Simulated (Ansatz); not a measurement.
A user runs Ansatz (a quantum-chemistry and plane-wave program) on Ca₂C (Pn-3m, 6 atoms in the cell) and asks whether the run is sound. The aim is a self-consistent single point with DFT, PBEsol, plane waves, default PAW files made with PBE.

Input as run:

Ansatz 0.2 input:
```yaml
crystal:
  lattice:
    - [5.64010700, 0.00000000, 0.00000000]
    - [0.00000000, 5.64010700, 0.00000000]
    - [0.00000000, 0.00000000, 5.64010700]
  atoms:
    - { symbol: Ca, position: [0.75000000, 0.75000000, 0.75000000] }
    - { symbol: Ca, position: [0.75000000, 0.25000000, 0.25000000] }
    - { symbol: Ca, position: [0.25000000, 0.75000000, 0.25000000] }
    - { symbol: Ca, position: [0.25000000, 0.25000000, 0.75000000] }
    - { symbol: C, position: [0.00000000, 0.00000000, 0.00000000] }
    - { symbol: C, position: [0.50000000, 0.50000000, 0.50000000] }
basis:
  ecutwfc: 145.0
kpoints:
  mp_grid:
    grid: [3, 3, 3]
hamiltonian:
  xc: pbesol
  pseudopotentials:
    kind: paw
scf:
  occupations:
    method: methfessel_paxton
    width: 0.2
output:
  forces: true
  eigenvalues: true
  stress: true
```

Output (repeated stretches shortened):

```
WARN basis.ecutwfc = 145 eV is below the records' recommended cutoff, and the density's cutoff is lower with it unless basis.ecutrho_ratio is high enough to …
   [... lines left out ...]
Pseudopotential: C, paw, valence charge 4
Crystal: 6 atoms, lattice volume = 179.416 Å³
Basis set: ecut = 145 eV, 739 PW (Γ), exchange–correlation on 48×48×48 points (8 copies of the dense FFT grid, shifted against one another)
Bands: 30, of which v1, the nominal top of the filled ones, is band 24 counted from 1 (23 counted from 0)
Symmetry: 48 space group operations
Space group: Pn-3m (ITA 224), of the structure as read, at distance tolerance 5.6e-5 Å
k-points: 4 of 27
PAW frozen core: Ca, regenerated for the run's functional, and the local potential with it
PAW frozen core: C, regenerated for the run's functional, and the local potential with it
Initial density: superposition of atomic densities (neutral atoms: chi_scale 0, normalization atom), corrected by the library's trained network
Initial wavefunctions: pseudopotential atomic-orbital guess
Eigensolver: davidson
Functional: x = pbesol(κ = 0.804, μ = 0.12345679012345678), c = pbesol(β = 0.046)
SCF iter   1: F=—  HF=-7623.062326 eV  |F-HF|=—  |Δ(HF+E_count)|=         —  Δρ=9.74e-2  dr2=1.16e1  ethr=1.77e-3  ⟨swp⟩=6.2  Hψ=498  notcnv=0
all-band conjugate gradients solve this SCF's bands
preconditioner: auto → Resta (q_TF=auto, 2.190 Å⁻¹)
SCF iter   2: F=—  HF=-7619.417423 eV  |F-HF|=—  |Δ(HF+E_count)|=    3.64e0  S|Δr|=    0.00e0  Δρ=4.84e-2  dr2=2.50e0  ethr=1.77e-3  ⟨swp⟩=2.0  Hψ=272  notcnv=0
   [... lines left out ...]
SCF iter   6: F=—  HF=-7618.302718 eV  |F-HF|=—  |Δ(HF+E_count)|=   1.59e-5  S|Δr|=    0.00e0  Δρ=4.54e-5  dr2=4.76e-6  ethr=2.69e-7  ⟨swp⟩=2.5  Hψ=168  notcnv=0
SCF iter   7: F=—  HF=-7618.302689 eV  |F-HF|=—  |Δ(HF+E_count)|=   2.98e-5  S|Δr|=    0.00e0  Δρ=1.92e-5  dr2=9.48e-7  ethr=9.92e-9  ⟨swp⟩=2.0  Hψ=219  notcnv=0
SCF iter   8: F=-7618.302689 eV  HF=-7618.302689 eV  |F-HF|=8.41e-9  |Δ(HF+E_count)|=   7.15e-8  S|Δr|=    0.00e0  Δρ=5.76e-6  dr2=7.89e-8  ethr=2.08e-10  ⟨swp⟩=5.0  Hψ=462  notcnv=0
SCF 1 converged in 8 iterations: F = -7618.302689 eV  dr2 = 7.89e-8
Stability not checked (fill_not_monotonic)
Free energy (F): -7618.302689 eV
Internal energy: -7618.295015 eV  (E = F + TS)
E sigma→0 (E₀):  -7618.300770 eV
Entropy (-TS):   -0.007673 eV (-1.279 meV/atom)
Fermi energy:    5.058989 eV
--- Forces (eV/Å), atoms counted from 1 ---
  atom   1  Ca     0.00000000     0.00000000     0.00000000
   [... zero for the other atoms too ...]
--- Stress (GPa, compression-positive) ---
       -3.298633      -0.000000       0.000000
       -0.000000      -3.298633       0.000000
        0.000000       0.000000      -3.298633
  P = ⅓ Tr σ = -3.2986 GPa (-32.986 kbar)
  The stress holds the Pulay correction. Without it, at fixed plane waves, as pw.x and ABINIT print it: P = -123.0634 GPa
```

Problem. Can these results be used? Check the input.

Solution. The run is not sound. The fault is a basis or grid far too coarse for these potentials. The error of an incomplete plane-wave basis or grid does not cancel at such settings. To fix it, restore the cutoff that the potentials need and check convergence. The run converged in 8 iterations without an error; against the sound input the free energy rises by 7.61 eV/atom and the pressure goes from -2.62 to -3.30 GPa. At a fixed set of plane waves, without the program's Pulay estimate, the pressure is -123.06 GPa against -2.67 GPa.

An input that runs soundly differs in these lines (not the only fix; some lines may just follow from the change or write a value another way):
```diff
-basis:
-  ecutwfc: 145.0
-    width: 0.2
+    width: 0.2 eV
```

With that input, the run converged in 7 iterations: free energy E − TS (on the zero of these files) -7663.9498 eV; Fermi level (on the code's own zero) 4.65 eV; pressure -2.62 GPa (DFT, PBEsol, plane waves, default PAW files made with PBE).

On the sound input: the starting cell was generated: these elements placed on a structure prototype, without a prior relaxation; it need not be a known phase or ordering of this composition. Ansatz's pressure includes its estimate of the finite-basis (Pulay) stress. Without a gap this mesh is coarse (it stands for a supercell whose shortest vector is 17 Å).
